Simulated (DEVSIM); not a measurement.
Structure: double heterostructure, Ge between p- and n-type Si, at 350 K.

Layer 1 from the left is Si, thickness (μm) 0.310, Nd (cm⁻³) 3.2e17, τn (s) 2.4e-7, τp (s) 2.4e-7. Layer 2 from the left is Ge, thickness (μm) 0.0760, Na (cm⁻³) 3.2e14, τn (s) 2.4e-7, τp (s) 2.4e-7. Layer 3 from the left is Si, thickness (μm) 0.400, Na (cm⁻³) 1.2e18, τn (s) 2.4e-7, τp (s) 2.4e-7.

Left contact: ohmic. Right contact: ohmic. Voltage is applied to the left contact. Recombination: SRH at mid-gap, radiative, Auger. Mobility is constant in doping.

This is a model device: material constants are rounded textbook-type values typed into the input, and sizes, dopings and lifetimes were drawn at random. Values at 300 K; Nc and Nv go as T^1.5, mobilities as T to minus their exponent, the gap by Varshni's rule with the affinity fixed.

Si: gap (eV) 1.124, affinity (eV) 4.05, permittivity 11.7, Nc (cm⁻³) 2.86e19, Nv (cm⁻³) 3.1e19, μn (cm²/Vs) 1417, μp (cm²/Vs) 470, T exponent of μn 2.3, T exponent of μp 2.2, B (cm³/s) 4.7e-15, Cn (cm⁶/s) 2.8e-31, Cp (cm⁶/s) 9.9e-32, Varshni α (eV/K) 0.000473, Varshni β (K) 636. Ge: gap (eV) 0.664, affinity (eV) 4, permittivity 16, Nc (cm⁻³) 1.04e19, Nv (cm⁻³) 6e18, μn (cm²/Vs) 3900, μp (cm²/Vs) 1900, T exponent of μn 1.66, T exponent of μp 2.33, B (cm³/s) 6.4e-14, Cn (cm⁶/s) 1e-31, Cp (cm⁶/s) 1e-31, Varshni α (eV/K) 0.000477, Varshni β (K) 235.

DEVSIM, 1D drift-diffusion, Boltzmann statistics, complete ionisation; no tunnelling, impact ionisation, image-force lowering or self-heating. Band offsets follow the typed affinities; no thermionic-emission limit at abrupt steps, no polarisation charge.

Problem. What does the simulation give for the dark forward voltage at 1 A/cm², the dark forward voltage at 100 A/cm², the potential step across the device at zero bias?

Solution. dark forward voltage at 1 A/cm² 0.448 V; dark forward voltage at 100 A/cm² 0.628 V; potential step across the device at zero bias 0.863 V.
